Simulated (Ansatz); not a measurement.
**Pressure series in GaSe**

Consider GaSe in the beta-GaS type structure (space group P6_3/mmc, No. 194; layered, stacked along the Cartesian z axis).

```
CELL_PARAMETERS angstrom
      3.76901     0.00000     0.00000
     -1.88451     3.26406     0.00000
      0.00000     0.00000    15.95971
ATOMIC_POSITIONS crystal
  Ga 0.33333 0.66667 0.17345
  Ga 0.66667 0.33333 0.67345
  Ga 0.66667 0.33333 0.82655
  Ga 0.33333 0.66667 0.32655
  Se 0.33333 0.66667 0.59959
  Se 0.66667 0.33333 0.09959
  Se 0.66667 0.33333 0.40041
  Se 0.33333 0.66667 0.90041
```

Cell and atoms are relaxed at each pressure.

Calculations: Ansatz (a program for electronic structure), PBE-D3(BJ), PAW, cutoff 420 eV, spin-orbit coupling left out.

Computed cases, in order: pressure −1 GPa; 0 GPa (base); pressure 1.8 GPa; pressure 4.2 GPa; pressure 18 GPa; pressure 30 GPa; pressure 45 GPa; pressure 60 GPa.

Question: Between which two neighbouring cases does the band gap open or close?

Answer: Between pressure 4.2 GPa (0.74 eV) and pressure 18 GPa (zero). The whole series: pressure −1 GPa: 0.95 eV; 0 GPa (base): 0.87 eV; pressure 1.8 GPa: 0.84 eV; pressure 4.2 GPa: 0.74 eV; pressure 18 GPa: zero; pressure 30 GPa: zero; pressure 45 GPa: zero; pressure 60 GPa: zero.

The mesh was chosen for an insulator and is coarse for the gapless case. Load acts through the strain it causes; cell and atoms are relaxed under it. No phonon test of stability was made. Competing high-pressure phases were not computed. All final runs are without spin polarisation. A zero or small gap of GaSe under pressure 18 GPa and GaSe under pressure 30 GPa can be the functional's error rather than a property of the material.
